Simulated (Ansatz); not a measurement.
Stishovite (SiO2), relaxed in Ansatz (plane waves) with several semilocal functionals. Each gives its own volume and its own bulk modulus:

```tsv
level	V0 (Å³/atom)	bulk modulus B0 (GPa)	ln V0	ln B0
LDA	7.659	307.1	2.0359	5.7272
r²SCAN	7.790	301.7	2.0528	5.7094
PBE	8.047	258.2	2.0853	5.5537
```

Question: Fit a straight line to ln B0 against ln V0. What does it predict for PBEsol, whose volume is 7.855 Å³/atom?

Answer: With x = ln V0 and y = ln B0: means 2.05800 and 5.66343; Σ(Δx Δy) = -0.004644, Σ(Δx²) = 0.001261, so the slope is -3.68. At x = 2.0612 the line gives y = 5.66343 + (-3.68) × (2.0612 − 2.05800) = 5.6517, or 284.8 GPa. The run with PBEsol gives 284.3 GPa, -0.2 % from the line. The rows used scatter about it by up to 2.7 %, while the largest value lies 19 % above the smallest. For comparison, PBE's own equation of state has B′ = 6.0, the slope −d ln B/d ln V at a fixed functional; the two needn't agree, since functionals also differ at one volume.

Measured: 310 ± 1 GPa (measured, 300 K, not corrected to a static lattice; as tabulated in arXiv:1001.2066).

Ansatz's density-functional and Hartree–Fock values are scalar-relativistic unless marked +SOC, with PAW data made under PBE.

Ansatz is an electronic-structure program.
